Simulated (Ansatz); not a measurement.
We consider CsCl-type AuZn (cubic form, which distorts at low temperature), described by PBEsol in Ansatz (plane waves, PAW).

Numerical settings: plane-wave cutoff 560 eV, 12×12×12 k mesh, Fermi–Dirac smearing 0.1 eV, perturbation theory, scalar-relativistic PAW data made under PBE.

Computed at the level's own relaxed cell.

```cif
data_AuZn
_chemical_formula_sum 'Zn1 Au1'
_space_group_name_H-M_alt 'P 1'
_space_group_IT_number 1
_cell_length_a 3.12853
_cell_length_b 3.12853
_cell_length_c 3.12853
_cell_angle_alpha 90.000
_cell_angle_beta 90.000
_cell_angle_gamma 90.000
loop_
_space_group_symop_operation_xyz
  'x, y, z'
loop_
_atom_site_label
_atom_site_type_symbol
_atom_site_fract_x
_atom_site_fract_y
_atom_site_fract_z
_atom_site_occupancy
Zn1 Zn 0.50000 0.50000 0.50000 1
Au1 Au 0.00000 0.00000 0.00000 1
```

Harmonic phonon frequencies (cm⁻¹; i marks an imaginary mode):

```csv
q point,frequencies
Γ,?
X,?
M,18 18 65 129 176 176
R,85 85 85 148 148 148
```

Some entries are withheld; supply them.


- Γ, frequencies: 0 0 0 144 144 144
- X, frequencies: 58 58 101 128 128 163

No imaginary mode appears at these points.

Note: symmetry holds this phase in the static calculation, where it need not be a minimum.

Ansatz is a program for electronic structure.
